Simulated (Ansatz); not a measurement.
The parent structure is Mg₂Ge in the anti-fluorite structure (space group Fm-3m, No. 225; a = 6.3644 Å). Axes: x, y, z lie along the cube axes.

Computed with PBEsol, PAW, 420 eV (Ansatz, a quantum-chemistry and plane-wave program; without spin-orbit coupling).

Base values:

| Quantity | Result |
|---|---|
| Band gap | 0.08 eV |

It is then changed as follows: tensile biaxial strain of 2.50 % in the plane normal to [111], as in epitaxy on a mismatched substrate; the out-of-plane cell vector and the atoms relax.

Question: Estimate the effect on the energy relative to the base.

Answer: The energy rises by 9.7 meV/atom.

Question: What does the calculation give for the band gap after the change?

Answer: The band gap changes from 0.08 eV to zero.

Stability against distortions was not tested. All final runs are without spin polarisation. A zero or small gap of Mg2Ge can be the functional's error rather than a property of the material.
